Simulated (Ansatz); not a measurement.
# Worked sum: surface energy of the Ge(111) slab with 2 F, the mean of its two faces, with the listed reservoirs for the atoms in excess

This concerns the surface energy of the Ge(111) slab with 2 F, the mean of its two faces, with the listed reservoirs for the atoms in excess. Reaction: 10 Ge (diamond) + F2 (gas) → cell A.

A: a slab of Ge (diamond, Fd-3m) cut along (111), 12 atoms, hexagonal cell of 4.07 Å (14.4 Å²), symmetry P-3m1, 17.5 Å thick under 16 Å of vacuum, in-plane vectors held at the crystal's; planes from bottom to top: F | Ge × 10 | F; added, foreign or displaced atoms, above the top plane and below the bottom plane: two times F bound to 1 Ge at 1.76 Å; spin state with PBE: run without spin.

Method: Ansatz (a first-principles code), PAW, neutral cells at 0 K with nuclei at rest, on structures from PBE. Ansatz runs with its default PAW set. Other levels take these structures. The lattices are those relaxed with PBE, so at other levels the solids can be strained. A dispersion term (D3(BJ), or D4 for r2SCAN) was computed beside these levels and is taken off wherever the name lacks it. Cell A has symmetry P-3m1 and got no random move, so less symmetric positions, which may lie lower, weren't tried.

Total energies of the cells in eV, at zero smearing width. They compare only within one column; the weights balance every element.

```
cell                      atoms  weight        r2SCAN
------------------------  -----  ------  ------------
A: Ge(111) slab with 2 F     12      +1  -44648.34743
Ge (diamond)                  2      −5   -8605.78939
F2 (gas)                      2      −1   -1613.70518
```

r2SCAN: (-44648.34743) − 5 × (-8605.78939) − (-1613.70518) = -5.6953 eV; dividing by 2 × 14.373 Å² and converting at 16.022 J/m² per eV/Å² gives -3.17 J/m².
